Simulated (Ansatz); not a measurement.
The parent structure is Ti₃Al (space group P6_3/mmc, No. 194; a = 5.747 Å, c = 4.632 Å).

Computed with r2SCAN/PAW in Ansatz (a quantum-chemistry and plane-wave program), spin-orbit coupling left out.

Base values:

- c/a ratio = 0.806
- Volume per atom = 16.56 Å³

Now apply this change: a hydrostatic pressure of 18 GPa.

Question: Predict the new c/a ratio and volume per atom.

Answer: The c/a ratio rises by 0.004 (0.806 → 0.810); the volume per atom decreases by 1.87 Å³ (16.56 Å³ → 14.69 Å³).

Load acts through the strain it causes; cell and atoms are relaxed under it. No phonon test of stability was made. Competing high-pressure phases were not computed. All final runs are without spin polarisation.
